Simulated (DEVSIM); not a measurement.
Structure: abrupt GaAs n-p junction, at 250 K.

Layer 1 from the left is GaAs, thickness (μm) 0.260, Nd (cm⁻³) 3.2e16, τn (s) 1e-9, τp (s) 1e-9. Layer 2 from the left is GaAs, thickness (μm) 7.90, Na (cm⁻³) 1.6e14, τn (s) 1e-9, τp (s) 1e-9.

Left contact: ohmic. Right contact: ohmic. Voltage is applied to the left contact. Recombination: SRH at mid-gap, radiative. Mobility is constant in doping.

The device is made up for the run: typed textbook-type constants, with dimensions and the other settings drawn at random. Values at 300 K; Nc and Nv go as T^1.5, mobilities as T to minus their exponent, the gap by Varshni's rule with the affinity fixed.

GaAs: gap (eV) 1.424, affinity (eV) 4.07, permittivity 12.9, Nc (cm⁻³) 4.7e17, Nv (cm⁻³) 9e18, μn (cm²/Vs) 8500, μp (cm²/Vs) 400, T exponent of μn 2.1, T exponent of μp 2.2, B (cm³/s) 2e-10, Varshni α (eV/K) 0.000541, Varshni β (K) 204.

Q: Estimate by hand the built-in potential, the peak field at zero bias, the capacitance at 3 V, and compare with a numerical solution.

A: 
- Built-in potential: ni = √(Nc Nv) exp(−Eg/2kT) = 4150 cm⁻³ with Eg = 1.446 eV; Vbi = kT/q ln(Na Nd/ni²) = 1.164 V; numerical 1.164 V.
- Peak field at zero bias: depletion approximation: W = √(2εVbi/(qN)) = 3.23 μm with N = 1.59e14 cm⁻³; field = 2Vbi/W = 7210 V/cm; numerical 10200 V/cm (estimate below by 30 %).
- Capacitance at 3 V: C = √(qεN / 2(Vbi + |V|)) = 1.87 nF/cm²; numerical 1.88 nF/cm² (estimate below by 0.61 %).

Simulated with DEVSIM: 1D drift-diffusion, Boltzmann statistics, complete ionisation; no tunnelling, impact ionisation, image-force lowering or self-heating.
